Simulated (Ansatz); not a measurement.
# Parameter sweep on K (Im-3m, 1 atom in the cell)

```yaml
crystal:
  lattice:
    - [-2.68084, 2.68084, 2.68084]
    - [2.68084, -2.68084, 2.68084]
    - [2.68084, 2.68084, -2.68084]
  atoms:
    - { symbol: K, position: [0.00000, 0.00000, 0.00000] }
```

Base run A: PBE in Ansatz (an electronic-structure program), self-consistent single point.

Its settings: basis.ecutwfc = 420 eV; kpoints.mp_grid.grid = 12 12 12; hamiltonian.xc = pbe; hamiltonian.pseudopotentials = {kind: paw} (the program's default PAW files); scf.occupations.method = fermi_dirac; scf.occupations.width = 0.1 eV.

The starting cell comes from a database of computed structures (which also holds hypothetical and non-ambient phases and stackings), without a prior relaxation at this level. Its lattice was rescaled by a random factor within 2.5 % of one. Ansatz's pressure includes its estimate of the finite-basis (Pulay) stress.

A dash stands where there is no value to compare (another energy zero or no entropy term, no result, no spin, no clean gap, or a mesh too coarse for one). 

```json
[
 {"run": "A", "change": "base", "pressure (GPa)": "-0.13", "dispersion energy (eV/atom)": "–"},
 {"run": "B", "change": "hamiltonian.dispersion: default → d3bj [PBE-D3BJ]", "pressure (GPa)": "-0.37", "dispersion energy (eV/atom)": "-0.108"},
 {"run": "C", "change": "hamiltonian.xc: pbe → revpbe; hamiltonian.dispersion: default → d3bj [revPBE-D3BJ]", "pressure (GPa)": "-0.27", "dispersion energy (eV/atom)": "-0.191"},
 {"run": "D", "change": "hamiltonian.dispersion: default → d3bjatm [PBE-D3BJ-ATM]", "pressure (GPa)": "-0.36", "dispersion energy (eV/atom)": "-0.106"},
 {"run": "E", "change": "hamiltonian.dispersion: default → d4 [PBE-D4]", "pressure (GPa)": "-0.28", "dispersion energy (eV/atom)": "-0.066"}
]
```

Run B against A: The pressure goes from -0.13 to -0.37 GPa.

Run D against A: The pressure goes from -0.13 to -0.36 GPa.

Keys are those of Ansatz 0.2.
